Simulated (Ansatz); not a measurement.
Ansatz (a first-principles code), DFT, PBE, plane waves, its default PAW files: fcc Cu, atoms displaced, 4 atoms. Basis and mesh were picked for this test and aren't claimed converged.

Ansatz 0.2 input:
```yaml
crystal:
  lattice:
    - [3.615, 0.0, 0.0]
    - [0.0, 3.615, 0.0]
    - [0.0, 0.0, 3.615]
  atoms:
    - { symbol: Cu, position: [0.004751, 0.999414, 0.001307] }
    - { symbol: Cu, position: [0.996967, 0.500822, 0.510135] }
    - { symbol: Cu, position: [0.510636, 0.006328, 0.50275] }
    - { symbol: Cu, position: [0.499845, 0.50071, 0.0011] }
kpoints:
  mp_grid: { grid: [10, 10, 10] }
hamiltonian:
  xc: pbe
  pseudopotentials: { kind: paw }
scf:
  occupations: { method: fermi_dirac, width: 0.1 }
  eigensolver: { kind: davidson }
output:
  forces: true
basis:
  precision: f64
```

```bash
OMP_NUM_THREADS=64 ANSATZ_TIMINGS=1 ansatz run --backend cpu --threads 64 --max-ram 200GiB --events-out run.ndjson --runs-dir run.runs --progress --plain run.yaml
```

The program reports k-points after symmetry: 504, bands at the start: 43, electrons: 76, plane waves at Γ: 925, cutoff (eV): 420, FFT grid: 25×25×25, symmetry operations: 1.

Machine: one whole node, Arm Neoverse V2, 96 cores on 1 socket, no SMT, 1 L3 cache group.

On 64 threads this takes 2.9 s. Times are wall-clock medians of two to five runs, from launch to exit, with nothing else on the machine. Processes are pinned to neighbouring cores unless said otherwise. The build: release build for Arm (Neoverse V2), one process with threads; another build can shift the numbers. Scratch files lie in a memory file system.

**Question.** Speed this job up; the result has to stay within 1.0 meV/atom in energy, 10 meV/Å in forces (largest component). Keep to 64 cores.

**Answer.** This is not unique; one that fits is going from scf.eigensolver.kind = davidson, basis.precision = f64 to scf.eigensolver.kind = auto (default), basis.precision = auto (default), the fastest among the values tried that keep the result.

```diff
-  eigensolver: { kind: davidson }
-basis:
-  precision: f64
```

Time: 2.9 s to 1.8 s (1.6× as fast). The largest move is in band solves (diag): 2.2 s to 1.1 s. The band solves carry the change: the iterations make 403014 against 284873 applications of H to a band, at 0.0055 against 0.0039 ms of diag time each. What the program resolved moves too: band solver from davidson to band_cg. Applications of H to a band go from 454422 to 288984. These two results differ by: energy under 0.001 meV/atom, forces (largest component) 0.0013 meV/Å. Others tried: basis.precision = f64, scf.eigensolver.kind = auto (default) (2.1 s).
